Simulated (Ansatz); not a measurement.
The reference is TiO₂ in the rutile structure (space group P4_2/mnm, No. 136; a = 4.591 Å, c = 2.939 Å). Axes: x, y, z lie along a, b, c of the conventional cell.

Method: DFT with PBEsol, PAW potentials and a 420 eV plane-wave cutoff in Ansatz (a first-principles code), no spin-orbit coupling.

It is then changed as follows: uniaxial strain ε_zz = −2.40 %, all other strain components held at zero, atoms relaxed at fixed cell.

Problem. Predict the stress tensor and what it implies for the stiffness.

Solution. Stress of the strained cell less that of the base (GPa, compression positive):
```
   4.08    0.00    0.00
   0.00    4.08    0.00
   0.00    0.00   12.89
```

Then −Δσ_ii/ε with ε = -0.0240 gives secant stiffness values (nonlinear terms included at this strain): C33 ≈ 537 GPa, C13 ≈ 170 GPa and C23 ≈ 170 GPa.

As a check, the harmonic strain energy −½ V₀ Δσ:ε is 10.0 meV/atom; the computed energy rise is 9.7 meV/atom.

Stability against distortions was not tested. All final runs are without spin polarisation.
